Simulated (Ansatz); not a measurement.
## A computed series for Cu: response to strain

Base system: Cu in the fcc (Cu type) structure (space group Fm-3m, No. 225; relaxed with 0.1 eV smearing).

```xyz
1
Lattice="0.0000 1.7819 1.7819 1.7819 0.0000 1.7819 1.7819 1.7819 0.0000" Properties=species:S:1:pos:R:3 pbc="T T T"
Cu     0.0000     0.0000     0.0000
```

Cartesian axes are those of the cell as printed.

Strains are applied to the cell and any free atomic positions relax.

Method: PBEsol (Ansatz, a quantum-chemistry and plane-wave program), scalar-relativistic without spin-orbit coupling.

Notes on the quantities. pressure: mean of the normal stresses, compression positive; energy relative to the base: free energy F.

| change | pressure | energy relative to the base | shortest interatomic distance |
|---|---|---|---|
| base | 0.0 GPa | 0 meV/atom | 2.520 Å |
| uniaxial strain ε_zz = −3.00 % | 5.6 GPa | +7.0 meV/atom | 2.482 Å |
| uniaxial strain ε_zz = −2.50 % | 4.5 GPa | +4.8 meV/atom | … |
| uniaxial strain ε_zz = −2.00 % | 3.6 GPa | +3.1 meV/atom | 2.495 Å |
| uniaxial strain ε_zz = −1.00 % | 1.7 GPa | +0.7 meV/atom | 2.507 Å |
| uniaxial strain ε_zz = +0.50 % | -0.8 GPa | +0.2 meV/atom | 2.520 Å |
| uniaxial strain ε_zz = +1.00 % | -1.6 GPa | +0.7 meV/atom | 2.520 Å |
| uniaxial strain ε_zz = +1.50 % | … | +1.6 meV/atom | 2.520 Å |
| uniaxial strain ε_zz = +2.50 % | -3.9 GPa | +4.5 meV/atom | 2.520 Å |
| uniaxial strain ε_zz = +3.00 % | -4.6 GPa | … | 2.520 Å |

Question: Complete the table.

Answer: 
- uniaxial strain ε_zz = −2.50 %, shortest interatomic distance: 2.489 Å
- uniaxial strain ε_zz = +1.50 %, pressure: -2.4 GPa
- uniaxial strain ε_zz = +3.00 %, energy relative to the base: +6.4 meV/atom

No phonon test of stability was made. The final runs are not spin-polarised.
